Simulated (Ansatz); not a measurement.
Start from CuAu (space group P4/mmm, No. 123; relaxed with 0.1 eV smearing).

```yaml
crystal:
  lattice:
    - [2.86941, 0.00000, 0.00000]
    - [0.00000, 2.86941, 0.00000]
    - [0.00000, 0.00000, 3.64523]
  atoms:
    - { symbol: Cu, position: [0.00000, 0.00000, 0.00000] }
    - { symbol: Au, position: [0.50000, 0.50000, 0.50000] }
```

Calculations: Ansatz (a first-principles code), PBE, PAW, cutoff 420 eV, no spin-orbit coupling.

For the base:

```
Property   Result
--------  -------
Pressure  0.0 GPa
Band gap     zero
```

The change: an isotropic linear strain of −2.50 %; the atoms relax in the strained cell.

### Question
What happens to the pressure?

### Answer
The pressure (mean of the normal stresses, compression positive) goes from zero to 13.1 GPa.

### Question
Estimate the effect on the energy relative to the base.

### Answer
The energy rises by 41 meV/atom.

### Question
How does this affect the band gap?

### Answer
The band gap is still zero.

Stability against distortions was not tested. The final runs are not spin-polarised.
